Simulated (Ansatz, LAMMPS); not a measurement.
# Crystalline Ge, 1000 atoms, one frame of classical dynamics at 900 K, cell scaled from the potential's lattice parameter to the PBE one and held

Cell 28.80 × 28.80 × 28.80 Å, Ge1000, 1000 atoms. Prepared with Tersoff's 1989 multicomponent potential (SiCGe.tersoff) (LAMMPS): 30 ps at 900 K at fixed volume, last frame. 

All values below come from PBE, support functions at accuracy medium on the grid of 370 eV (norm-conserving potentials; Ansatz, a quantum-chemistry and plane-wave program).

Basis: localised support functions (accuracy medium) on a full density matrix. k-points: zone centre alone; occupations: Fermi-Dirac, 0.078 eV; spin polarisation not allowed. Spin-orbit coupling is left out.

| Property | Result |
|---|---|
| energy of this one frame (with the electrons' smearing term) over the static perfect crystal, per atom | 77 meV/atom |
| electronic character of the cell | no gap resolved at this smearing |
| coordination (neighbours within 2.889 Å) | 100.0 % 4-fold |
| Ge-Ge bonds, mean ± spread | 2.502 ± 0.094 Å |
| bond angles, mean ± spread | 109.3° ± 4.7° |
| pressure (static part) | 0.87 GPa |
| cost of the final run | roughly 40 core-minutes, 12 SCF iterations, 20 GiB |
